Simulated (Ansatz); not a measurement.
**A computed series for SiC: response to strain**

The parent structure is SiC in the zinc blende structure (space group F-43m, No. 216; a = 4.329 Å). Axes: x, y, z lie along the cube axes.

Strains are applied to the cell and any free atomic positions relax.

Method: Ansatz (a quantum-chemistry and plane-wave program) LDA, no SOC.

Candidates:
(a) tensor shear ε_xy = +2.00 %
(b) tensor shear ε_xy = +0.57 %
(c) tensor shear ε_xy = +1.71 %

Before the change:

| Quantity | Value |
|---|---|
| Band gap | 1.30 eV |

### Question
Order them by band gap, highest first.

### Answer
(b) tensor shear ε_xy = +0.57 % (1.24 eV), (c) tensor shear ε_xy = +1.71 % (1.06 eV), (a) tensor shear ε_xy = +2.00 % (1.01 eV)

No phonon test of stability was made.
